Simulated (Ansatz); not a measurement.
# Zinc-blende LiF (model structure)

The numbers are results of PBEsol (plane waves, PAW; Ansatz, a program for electronic structure), not measurements.

Numerical settings: plane-wave cutoff 500 eV, 12×12×12 k mesh, gaussian smearing 0.02 eV, scalar-relativistic PAW data made under PBE.

Cell (relaxed at this level):

Space group F-43m (No. 216); a = 4.311 Å, b = 4.311 Å, c = 4.311 Å, α = 90.00°, β = 90.00°, γ = 90.00°

| atom | site | symmetry | x | y | z |
|---|---|---|---|---|---|
| Li | 4a | -43m | 0.0000 | 0.0000 | 0.0000 |
| F | 4d | -43m | 0.7500 | 0.7500 | 0.7500 |
(The calculation used a cell of 2 atoms; values per cell refer to that cell.)

* **band gap**: 7.67 eV (on the SCF k mesh)

Note: the relaxation could raise the start's symmetry but not lower it, so the cell can be a saddle point.

The computed numbers hold no vibrational or temperature effects.

A model structure was made by putting elements into a prototype or built by hand; it is no filed structure, need not be a known phase, and can be a saddle point held by its symmetry.
